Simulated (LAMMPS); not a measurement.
FeAl (CsCl type) at 100 K and zero pressure, started from the crystal, with several potentials, in cells of their own sizes.

Models:
- EAM-type AlFe_mm.eam.fs: classical MD, pair style eam/fs, file AlFe_mm.eam.fs (LAMMPS); Mendelev, Srolovitz, Ackland and Han, J Mater Res 20, 208-218 (2005)
- MEAM AlSiMgCuFe.meam: classical MD, pair style meam, file AlSiMgCuFe.meam (LAMMPS); Jelinek, Groh, Horstemeyer, Houze, Kim, Wagner, Moitra and Baskes, Phys Rev B, 85, 245102 (2012)
- MEAM MoCoNiVFeAlCr_2nn.meam: classical MD, pair style meam, file MoCoNiVFeAlCr_2nn.meam (LAMMPS); Wang, J., Kwon, H., Kim, H.S. et al. A neural network model for high entropy alloy design. npj Comput Mater 9, 60 (2023).

```json
[
 {"potential": "EAM-type AlFe_mm.eam.fs", "state": "crystal; no diffusion seen in 30 ps", "volume": "11.6100 ± 0.0001 Å³/atom", "first peak of g(r), Al-Fe": "2.47 Å, height 24.3", "coordination number of Al by Fe": "8.0 (counted to 3.34 Å)", "mean phonon frequency": "8.5 THz", "rough cost (ms per atom and simulated ps)": "1 to 3"},
 {"potential": "MEAM AlSiMgCuFe.meam", "state": "crystal; no diffusion seen in 30 ps", "volume": "12.9120 ± 0.0001 Å³/atom", "first peak of g(r), Al-Fe": "2.55 Å, height 22.6", "coordination number of Al by Fe": "8.00 (counted to 3.46 Å)", "mean phonon frequency": "8.1 THz", "rough cost (ms per atom and simulated ps)": "3 to 10"},
 {"potential": "MEAM MoCoNiVFeAlCr_2nn.meam", "state": "crystal; no diffusion seen in 30 ps", "volume": "12.4879 ± 0.0002 Å³/atom", "first peak of g(r), Al-Fe": "2.53 Å, height 18.5", "coordination number of Al by Fe": "8.00 (counted to 3.46 Å)", "mean phonon frequency": "6.8 THz", "rough cost (ms per atom and simulated ps)": "3 to 10"}
]
```

Costs are rough: whole-run CPU time with set-up and analysis, from shared machines, in bands a factor of about three wide.

Caution: the potential EAM-type AlFe_mm.eam.fs is made for dilute Fe in Al.

Caution: with EAM-type AlFe_mm.eam.fs the 0 K volume of this crystal is -6 % off the measured one.

States go by the mean squared displacement: a species diffuses where it passes 1.5 Å², still rises and gives D over 1e-6 cm²/s; a crystal has left its structure where atoms lie 0.35 Å off their sites on average or a cubic box changes its shape by 3 %, or the axial ratios of another lie 8 % off the starting cell's, which the potential's own relaxation can also do.

The ± values are statistical; the model's systematic error is not in them.
